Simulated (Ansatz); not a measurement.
Effect of biaxial strain −0.61 %, plane normal [001], relaxed out of plane on NbSi2

Consider NbSi2 (space group P6_222, No. 180; a = 4.7675 Å, c = 6.5758 Å). Axes: x lies along a and z along c of the hexagonal cell.

Now apply this change: biaxial strain −0.61 %, plane normal [001], relaxed out of plane (Cartesian); in-plane vectors clamped, the third vector and the atoms free.

All numbers come from PBEsol in Ansatz (plane waves to 420 eV, PAW, scalar-relativistic without spin-orbit coupling). Γ-centred 11×11×7 mesh, Fermi–Dirac width 0.05 eV.

| quantity | base | changed | shift |
|---|---|---|---|
| volume per atom | 14.38 Å³ | 14.24 Å³ | -0.14 Å³ |
| space group | P6_222 (No. 180) | P6_222 (No. 180) | – |
| shortest interatomic distance | 2.558 Å | 2.559 Å | +0.001 Å |
| pressure (mean of the normal stresses, compression positive) | 0.0 GPa | 1.8 GPa | +1.8 GPa |
| band gap | zero | zero | – |
| out-of-plane strain (rough) | – | +0.22 % | – |
| mean in-plane stress (compression positive) (rough) | – | +2.6 GPa | – |

Final structure (turned so that z lies along the plane normal):

```yaml
crystal:
  lattice:
    - [4.73842, 0.00000, 0.00000]
    - [2.36921, 4.10359, 0.00000]
    - [0.00000, 0.00000, 6.59018]
  atoms:
    - { symbol: Nb, position: [0.50000, 0.50000, 0.00000] }
    - { symbol: Nb, position: [0.50000, 0.00000, 0.33333] }
    - { symbol: Nb, position: [0.00000, 0.50000, 0.66667] }
    - { symbol: Si, position: [0.15988, 0.15988, 0.00000] }
    - { symbol: Si, position: [0.84012, 0.31975, 0.33333] }
    - { symbol: Si, position: [0.68025, 0.15988, 0.66667] }
    - { symbol: Si, position: [0.84012, 0.84012, 0.00000] }
    - { symbol: Si, position: [0.15988, 0.68025, 0.33333] }
    - { symbol: Si, position: [0.31975, 0.84012, 0.66667] }
```

Cost of the whole job for the changed cell (relaxation, final SCF and bands): very roughly 2.6 core-minutes.

Without a gap, meshes like the base's 11×11×7 leave anisotropic stresses uncertain by several tenths of a GPa, and small strain energies with them. Whether these cells are dynamically stable was not tested. All final runs are without spin polarisation. An odd electron count without spin: NbSi2.

Ansatz is a first-principles code.
